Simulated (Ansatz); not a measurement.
Candidates (primitive cells; geometry: cell and atoms relaxed with PBEsol):
A. CsAu (Pm-3m), a = b = c = 4.1620 Å, α = β = γ = 90.00°
B. Cu₂O (Pn-3m), a = 4.223 Å, b = 4.223 Å, c = 4.223 Å, α = 90.00°, β = 90.00°, γ = 90.00°
C. La2O3 (P-3m1), a = 3.906 Å, b = 3.906 Å, c = 6.040 Å, α = 90.00°, β = 90.00°, γ = 120.00°
D. RbLuS₂ (R-3m), a = b = c = 7.8793 Å, α = β = γ = 28.90°
E. SiS2 (I-42d), a = 5.8003 Å, b = 5.8003 Å, c = 5.8003 Å, α = 123.38°, β = 123.38°, γ = 84.24°

### Question
Rank these by band gap (highest first), as PBEsol, rigid bands in Ansatz (a program for electronic structure) gives it.

### Answer
C (3.77 eV), E (2.90 eV), D (2.08 eV), A (0.79 eV), B (0.56 eV)

Spin-orbit coupling is left out.

Formula and space group known from diffraction (Crystallography Open Database), not checked to be the room-temperature form: CsAu (Pm-3m), RbLuS2 (R-3m), SiS2 (I-42d). The missing spin-orbit coupling matters most for CsAu (Pm-3m), RbLuS2 (R-3m).
